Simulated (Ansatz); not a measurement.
**A computed series for NiSi2: response to strain**

Base system: NiSi$_{2}$ (space group Fm-3m, No. 225; a = 5.3870 Å; non-magnetic).

Strains are applied to the cell and any free atomic positions relax.

Level of theory: DFT with r2SCAN, PAW potentials and a 500 eV plane-wave cutoff in Ansatz (a quantum-chemistry and plane-wave program), scalar-relativistic without spin-orbit coupling.

```
isotropic strain (%)  pressure (GPa)
--------------------  --------------
-4.62                           32.4
-1.33                              ?
-0.97                            5.1
0                                0.0
1                               -4.6
2.91                           -11.6
```

### Question
Fit P = P₀ − Bδ + Cδ² with δ = (1 + ε)³ − 1 to the rows shown and predict the withheld row.

### Answer
Least squares on the printed values gives P₀ = -0.1 GPa, B = 175 GPa, C = 532 GPa (largest residual 0.3 GPa); this predicts 7.6 GPa, and the run gives 7.1 GPa, 0.5 lower.

Whether these cells are dynamically stable was not tested. Starting moments died away, wholly or in part, for the base; another magnetic solution may exist. The final runs are not spin-polarised.
